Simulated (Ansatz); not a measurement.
Start from MgSe in the rock salt structure (space group Fm-3m, No. 225).

```
MgSe
1.0
    0.00000     2.73611     2.73611
    2.73611     0.00000     2.73611
    2.73611     2.73611     0.00000
Se Mg
1 1
Direct
  0.00000   0.00000   0.00000
  0.50000   0.50000   0.50000
```

Cartesian axes are those of the cell as printed.

Method: Ansatz (a quantum-chemistry and plane-wave program), r2SCAN, PAW, cutoff 500 eV, no spin-orbit coupling.

Base values:

```
Item       Result
--------  -------
Band gap  2.48 eV
```

It is then changed as follows: a free-standing slab of 5 layers (10 atoms, 2 a layer) is cut normal to the z axis, with 15 Å of vacuum and the in-plane cell held at bulk.

**Question.** What happens to the gap character, excess energy per area of both faces and band gap?

**Answer.** The gap character amounts to indirect, Γ → M; the excess energy per area of both faces (slab less bulk energy over the cell's area: twice a surface energy) amounts to 0.80 J/m²; the band gap goes up by 0.01 eV (2.48 eV → 2.49 eV).

Slab and bulk use different k-meshes, which limits the precision of the excess energy. No phonon test of stability was made. k-point labels follow each cell's own Brillouin zone.
